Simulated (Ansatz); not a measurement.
The parent structure is MgO (space group P4_2/mnm, No. 136; a = 5.565 Å, c = 3.292 Å; a hypothetical phase, not in the database extracts checked).

(Cell as relaxed with PBE.)

Levels (all Ansatz, a program for electronic structure, PAW): PBE (420 eV, no spin-orbit coupling); PBEsol (420 eV, without spin-orbit coupling).

Each level relaxes its own structure.

```
base                      PBE    PBEsol
-------------------  --------  --------
volume per atom      12.75 Å³  12.43 Å³
lattice parameter a   5.565 Å   5.510 Å
band gap              3.38 eV   3.36 eV
```

The change: cell and atoms relaxed at a pressure of 7.5 GPa.

```tsv
quantity	PBE	PBEsol
lattice parameter a	5.399 Å	(withheld)
electron mass	0.38 mₑ along c, 0.36 mₑ across (at Γ)	(withheld)
smallest direct gap	3.67 eV	(withheld)
band gap	3.65 eV	(withheld)
```

Task: What does PBEsol give?

Result: 
- lattice parameter a, PBEsol: 5.334 Å
- electron mass, PBEsol: 0.37 mₑ along c, 0.35 mₑ across (at Γ)
- smallest direct gap, PBEsol: 3.64 eV
- band gap, PBEsol: 3.61 eV

PBE's lattice parameter a lies 0.065 Å above PBEsol's (1.2 %); PBE's smallest direct gap lies 0.03 eV above PBEsol's; PBE's band gap lies 0.04 eV above PBEsol's. Neither level is exact; PBEsol is the comparison here, not a measurement.

Load acts through the strain it causes; cell and atoms are relaxed under it. Effective masses come from finite differences of ±0.01 Å⁻¹. Stability against distortions was not tested. No other phases were tried under pressure.
